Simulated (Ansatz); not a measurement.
## Cs₂SnI₆ (model structure, started from the K2PtCl6 type, Fm-3m, No. 225, 9 atoms in the cell): band gap by level of theory

No measured value is used here.

| level (code) | value (eV) | cell (Å³/atom) |
|---|---|---|
| PBE (Ansatz) | 0.25 | 48.45 |
| PBEsol (Ansatz) | 0.00 | 42.78 |
| PBE-D3(BJ) (Ansatz) | 0.00 | 43.83 |

Computed values are for a static lattice. Levels without +SOC have no spin–orbit coupling; where heavier elements are present it shifts gaps, mostly down, and can invert bands. A gap of zero means that the bands touch or overlap; how far they overlap is not shown.  PBE, PBEsol, PBE-D3(BJ): the gap is read on the k mesh or supercell of the run alone and can be too large. Each level is taken at its own relaxed cell. Ansatz's density-functional and Hartree–Fock values are scalar-relativistic unless marked +SOC, with PAW data made under PBE.

A model structure was made by putting elements into a prototype or built by hand; here it ended with the formula and space group of a phase in our tables.

Ansatz is a first-principles code.
